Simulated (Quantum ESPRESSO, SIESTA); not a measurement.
A SIESTA input for a self-consistent single point of KF (Fm-3m, 2 atoms in the cell) (DFT, GGA PBE, numerical atomic orbitals DZP, PseudoDojo PBE standard norm-conserving potentials (rewritten from UPF to PSML)):

```
# files in the folder: K.psml F.psml (PseudoDojo PBE standard)
SystemName  KF
SystemLabel KF

NumberOfAtoms                2
NumberOfSpecies              2
%block ChemicalSpeciesLabel
  1 19 K
  2 9 F
%endblock ChemicalSpeciesLabel
LatticeConstant              3.783021 Ang
%block LatticeVectors
     0.000000000    0.707106833    0.707106833
     0.707106833    0.000000000    0.707106833
     0.707106833    0.707106833    0.000000000
%endblock LatticeVectors
AtomicCoordinatesFormat      ScaledCartesian
%block AtomicCoordinatesAndAtomicSpecies
     0.000000000    0.000000000    0.000000000  1
     0.707106833    0.707106833    0.707106833  2
%endblock AtomicCoordinatesAndAtomicSpecies

XC.functional                GGA
XC.authors                   PBE
PAO.BasisSize                DZP
PAO.EnergyShift              0.01 Ry
MeshCutoff                   350 Ry
%block kgrid.MonkhorstPack
    9   0   0  0.0
    0   9   0  0.0
    0   0   9  0.0
%endblock kgrid.MonkhorstPack
OccupationFunction           FD
ElectronicTemperature        116.05 K

MaxSCFIterations             150
SCF.Mixer.Method             Pulay
SCF.Mixer.Weight             0.1
SCF.Mixer.History            8
SCF.DM.Tolerance             1.0E-04
Diag.ParallelOverK           true
WriteForces                  true
Charge.Mulliken              end
```

Problem. Give the Quantum ESPRESSO input for the same structure, mesh, smearing and functional.

Solution. This is the input that was run; spellings and numerical settings could be chosen otherwise.

```fortran
&control
  calculation = 'scf',
  prefix = 'run',
  outdir = './out',
  pseudo_dir = './',
  tprnfor = .true.,
  tstress = .true.,
/
&system
  ibrav = 0,
  nat = 2,
  ntyp = 2,
  ecutwfc = 50,
  ecutrho = 400,
  occupations = 'smearing',
  smearing = 'fermi-dirac',
  degauss = 0.000734986,
/
&electrons
  conv_thr = 1.0d-8,
/
ATOMIC_SPECIES
K     39.0983  K.pbe-spn-kjpaw_psl.1.0.0.UPF
F     18.9984  f_pbe_v1.4.uspp.F.UPF
ATOMIC_POSITIONS crystal
K     0.000000000    0.000000000    0.000000000
F     0.500000000    0.500000000    0.500000000
K_POINTS automatic
9 9 9  0 0 0
CELL_PARAMETERS bohr
   0.000000000     5.055017383     5.055017383
   5.055017383     0.000000000     5.055017383
   5.055017383     5.055017383     0.000000000
```

Basis, cutoffs, solver keys and any potentials are the target program's own. This input uses DFT, PBE, plane waves, SSSP 1.1.2 efficiency (PBE) pseudopotentials. Both were run: pressure -1.36 GPa in SIESTA and 1.08 in Quantum ESPRESSO; gap on the mesh 5.486 eV in SIESTA and 6.157 in Quantum ESPRESSO.

On SIESTA: the starting cell has typed, rounded lattice constants, without a prior relaxation at this level. Values carry the incompleteness of an atom-centred basis. The basis of the alkali or alkaline-earth atoms may lack their empty d shell, which can raise the gap.

On Quantum ESPRESSO: the starting cell has typed, rounded lattice constants, without a prior relaxation at this level.
